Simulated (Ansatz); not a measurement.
# Evanescent states of TiO2 (P4_2/mnm, rutile, 6 atoms a cell, 10.4 Å³ an atom) along the normal of (111)

Level of theory: r2SCAN (plane waves, PAW; Ansatz, a quantum-chemistry and plane-wave program).

The gap is the functional's own. No spin-orbit coupling. Mid-gap values are those at the computed energy nearest the middle.

Energies count from the valence-band top; κ is the least over a 6×6 mesh across the current.

```json
[
 {"E (eV)": "0.06", "κ (1/Å)": "0.207", "where": "off Γ"},
 {"E (eV)": "0.18", "κ (1/Å)": "0.233", "where": "Γ"},
 {"E (eV)": "0.30", "κ (1/Å)": "0.247", "where": "Γ"},
 {"E (eV)": "0.42", "κ (1/Å)": "0.259", "where": "Γ"},
 {"E (eV)": "0.54", "κ (1/Å)": "(withheld)", "where": "Γ"},
 {"E (eV)": "0.66", "κ (1/Å)": "(withheld)", "where": "Γ"},
 {"E (eV)": "0.78", "κ (1/Å)": "(withheld)", "where": "Γ"},
 {"E (eV)": "0.90", "κ (1/Å)": "(withheld)", "where": "Γ"},
 {"E (eV)": "1.02", "κ (1/Å)": "(withheld)", "where": "Γ"},
 {"E (eV)": "1.14", "κ (1/Å)": "(withheld)", "where": "Γ"},
 {"E (eV)": "1.26", "κ (1/Å)": "(withheld)", "where": "Γ"},
 {"E (eV)": "1.38", "κ (1/Å)": "(withheld)", "where": "off Γ"},
 {"E (eV)": "1.50", "κ (1/Å)": "(withheld)", "where": "off Γ"},
 {"E (eV)": "1.62", "κ (1/Å)": "(withheld)", "where": "off Γ"},
 {"E (eV)": "1.74", "κ (1/Å)": "0.244", "where": "off Γ"},
 {"E (eV)": "1.86", "κ (1/Å)": "0.218", "where": "off Γ"},
 {"E (eV)": "1.98", "κ (1/Å)": "0.185", "where": "off Γ"},
 {"E (eV)": "2.10", "κ (1/Å)": "0.133", "where": "Γ"}
]
```

### Question
What belongs in the gaps?

### Answer

- 0.54, κ (1/Å): 0.269
- 0.66, κ (1/Å): 0.278
- 0.78, κ (1/Å): 0.286
- 0.90, κ (1/Å): 0.292
- 1.02, κ (1/Å): 0.297
- 1.14, κ (1/Å): 0.301
- 1.26, κ (1/Å): 0.304
- 1.38, κ (1/Å): 0.294
- 1.50, κ (1/Å): 0.281
- 1.62, κ (1/Å): 0.264
